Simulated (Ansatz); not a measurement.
**Response to strain in Mg**

Consider Mg in the hcp (Mg type) structure (space group P6_3/mmc, No. 194; a = 3.175 Å, c = 5.163 Å; relaxed with 0.1 eV smearing). Axes: x lies along a and z along c of the hexagonal cell.

Strains are applied to the cell and any free atomic positions relax; under biaxial strain the out-of-plane vector relaxes too.

All numbers come from PBEsol (Ansatz, a quantum-chemistry and plane-wave program, PAW, scalar-relativistic without spin-orbit coupling).

Notes on the quantities. pressure: mean of the normal stresses, compression positive.

```tsv
variant	pressure	shortest interatomic distance
base	0.0 GPa	3.166 Å
biaxial strain −2.50 %, plane normal [001], relaxed out of plane	1.6 GPa	3.096 Å
biaxial strain −2.00 %, plane normal [001], relaxed out of plane	1.2 GPa	3.112 Å
biaxial strain −1.50 %, plane normal [001], relaxed out of plane	0.9 GPa	3.127 Å
biaxial strain −1.00 %, plane normal [001], relaxed out of plane	0.6 GPa	3.143 Å
biaxial strain +0.50 %, plane normal [001], relaxed out of plane	?	3.165 Å
biaxial strain +1.00 %, plane normal [001], relaxed out of plane	-0.5 GPa	3.164 Å
biaxial strain +2.00 %, plane normal [001], relaxed out of plane	-0.9 GPa	3.162 Å
biaxial strain +2.50 %, plane normal [001], relaxed out of plane	-1.1 GPa	3.160 Å
biaxial strain +3.00 %, plane normal [001], relaxed out of plane	-1.3 GPa	3.159 Å
```

Q: Fill in the withheld entries from the trend.

A: 
- biaxial strain +0.50 %, plane normal [001], relaxed out of plane, pressure: -0.3 GPa

Whether these cells are dynamically stable was not tested.
